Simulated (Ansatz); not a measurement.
A user runs Ansatz (an electronic-structure program) on Y₂Fe₂Si₂C (C2/m, 7 atoms in the cell) and asks whether the run is sound. The aim is a self-consistent single point with DFT, PBEsol, plane waves, default PAW files made with PBE.

Cell that was meant: a = 5.6294 Å, b = 5.6294 Å, c = 6.7338 Å, α = 126.54°, β = 126.54°, γ = 40.77°.

Part of the input:

Ansatz 0.2 input:
```yaml
  ecutwfc: 420.0
kpoints:
  mp_grid:
    grid: [1, 1, 1]
    shift: [0.5, 0.5, 0.5]
hamiltonian:
  xc: pbesol
```

Log, with long lists cut:

```
WARN ansatz: RAYON_NUM_THREADS=1 ignored (pool sized by the plan → 1); use --threads N
Pseudopotentials: kind: paw
   [... lines left out ...]
PAW frozen core: C, regenerated for the run's functional, and the local potential with it
Initial density: superposition of atomic densities (neutral atoms: chi_scale 0, normalization atom), corrected by the library's trained network
Initial wavefunctions: pseudopotential atomic-orbital guess
Eigensolver: davidson
Functional: x = pbesol(κ = 0.804, μ = 0.12345679012345678), c = pbesol(β = 0.046)
SCF iter   1: F=—  HF=-17982.646501 eV  |F-HF|=—  |Δ(HF+E_count)|=         —  Δρ=4.91e-2  dr2=1.42e0  ethr=1.77e-3  ⟨swp⟩=5.0  Hψ=138  notcnv=0
all-band conjugate gradients solve this SCF's bands
preconditioner: auto → Resta (q_TF=auto, 2.515 Å⁻¹)
SCF iter   2: F=—  HF=-17982.426934 eV  |F-HF|=—  |Δ(HF+E_count)|=   2.20e-1  Δρ=2.11e-2  dr2=2.36e-1  ethr=1.77e-3  ⟨swp⟩=1.0  Hψ=48  notcnv=0
   [... lines left out ...]
SCF iter   5: F=—  HF=-17982.368163 eV  |F-HF|=—  |Δ(HF+E_count)|=   8.48e-5  Δρ=3.70e-4  dr2=1.25e-4  ethr=3.52e-6  ⟨swp⟩=2.0  Hψ=48  notcnv=0
SCF iter   6: F=—  HF=-17982.368159 eV  |F-HF|=—  |Δ(HF+E_count)|=   4.57e-6  Δρ=1.05e-4  dr2=1.25e-5  ethr=1.89e-7  ⟨swp⟩=2.0  Hψ=62  notcnv=0
SCF iter   7: F=—  HF=-17982.368163 eV  |F-HF|=—  |Δ(HF+E_count)|=   4.11e-6  Δρ=3.68e-5  dr2=1.22e-6  ethr=1.90e-8  ⟨swp⟩=2.0  Hψ=52  notcnv=0
SCF iter   8: F=-17982.368163 eV  HF=-17982.368163 eV  |F-HF|=1.26e-8  |Δ(HF+E_count)|=   8.57e-8  Δρ=6.97e-6  dr2=4.36e-8  ethr=1.52e-10  ⟨swp⟩=9.0  Hψ=188  notcnv=0
SCF 1 converged in 8 iterations: F = -17982.368163 eV  dr2 = 4.36e-8
Free energy (F): -17982.368163 eV
Internal energy: -17982.313813 eV  (E = F + TS)
E sigma→0 (E₀):  -17982.340988 eV
Entropy (-TS):   -0.054350 eV (-7.764 meV/atom)
Fermi energy:    13.152690 eV
--- Forces (eV/Å), atoms counted from 1 ---
  atom   1  Y     -0.78714076     0.00000000     0.69110491
  atom   2  Y      0.78714076     0.00000000    -0.69110491
  atom   3  Fe    -0.46945163     0.00000000    -1.56103304
  atom   4  Fe     0.46945163     0.00000000     1.56103304
  atom   5  Si    -0.89617480     0.00000000    -0.81610951
  atom   6  Si     0.89617480     0.00000000     0.81610951
  atom   7  C      0.00000000     0.00000000     0.00000000
--- Stress (GPa, compression-positive) ---
       -5.180906       0.000000      -1.312462
        0.000000      -5.880708       0.000000
       -1.312470       0.000000      -7.732675
  P = ⅓ Tr σ = -6.2648 GPa (-62.648 kbar)
  The stress holds the Pulay correction. Without it, at fixed plane waves, as pw.x and ABINIT print it: P = -6.3638 GPa
```

Problem. Can these results be used? Check the input.

Solution. The run is not sound. The fault is a single k-point for a small metallic cell. One k-point cannot sample the Fermi surface of a small cell. To fix it, use a converged k-point mesh. The run converged in 8 iterations without an error; against the sound input the free energy rises by 97.8 meV/atom, the pressure goes from -4.21 to -6.26 GPa and the largest force goes from 0.220 to 1.630 eV/Å.

The sound input it was made from differs as follows (other fixes are possible):
```diff
-    grid: [1, 1, 1]
+    grid: [8, 8, 5]
```

With that input, the run converged in 7 iterations: free energy E − TS (on the zero of these files) -17983.0528 eV; Fermi level (on the code's own zero) 12.91 eV; pressure -4.21 GPa; largest force (vector length) 0.220 eV/Å (DFT, PBEsol, plane waves, default PAW files made with PBE).

On the sound input: the starting cell comes from a database of computed structures (which also holds hypothetical and non-ambient phases and stackings), without a prior relaxation at this level. Spin polarisation is off. With a pressure of about -4 GPa the cell is away from its equilibrium volume at this level. Ansatz's pressure includes its estimate of the finite-basis (Pulay) stress.
